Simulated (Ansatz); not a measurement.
Start from Rb in the bcc (W type) structure (space group Im-3m, No. 229; relaxed with 0.1 eV smearing).

```
Rb
1.0
   -2.78564     2.78564     2.78564
    2.78564    -2.78564     2.78564
    2.78564     2.78564    -2.78564
Rb
1
Cartesian
  0.00000   0.00000   0.00000
```

Calculations: PBEsol/PAW in Ansatz (a first-principles code), no SOC.

Strains are applied to the cell and any free atomic positions relax.

One change was made to it. Results:

```json
[
 {"quantity": "energy relative to the base (free energy F)", "base": "0 meV/atom", "after": "+1.7 meV/atom"},
 {"quantity": "pressure", "base": "0.0 GPa", "after": "0.1 GPa"}
]
```

### Question
Name the change that was made.
A) isotropic strain +0.50 %
B) isotropic strain −2.50 %
C) isotropic strain −2.00 %
D) isotropic strain −1.50 %
E) isotropic strain +2.50 %

### Answer
D, isotropic strain −1.50 %. For comparison, the energy relative to the base in the other runs: isotropic strain −2.00 % gives +3.0 meV/atom; isotropic strain +2.50 % gives +4.1 meV/atom; isotropic strain −2.50 % gives +4.7 meV/atom; isotropic strain +0.50 % gives +0.2 meV/atom.

Whether these cells are dynamically stable was not tested. The final runs are not spin-polarised.
